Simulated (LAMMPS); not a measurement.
Molecular dynamics of InP (zinc blende), 1728 atoms, at 1010 K and 0 GPa, heated as the crystal.

Level of theory: classical MD, pair style vashishta, file InP.vashishta (LAMMPS).

Starting crystal:

Space group F-43m (No. 216); a = b = c = 5.8700 Å, α = β = γ = 90.00°

```tsv
atom	site	symmetry	x	y	z
In	4a	-43m	0.0000	0.0000	0.0000
P	4d	-43m	0.7500	0.7500	0.7500
```

Question: Give the volume per atom, the coordination number of P by In, the density, the state found, the mean frequency of the velocity spectrum as this potential yields it.

Answer: volume per atom: 26.569 ± 0.003 Å³; coordination number of P by In: 4.00 (counted to 3.70 Å); density: 4.5559 ± 0.0005 g/cm³; state found: crystal; no diffusion seen in 30 ps; mean frequency of the velocity spectrum: 5.9 THz.
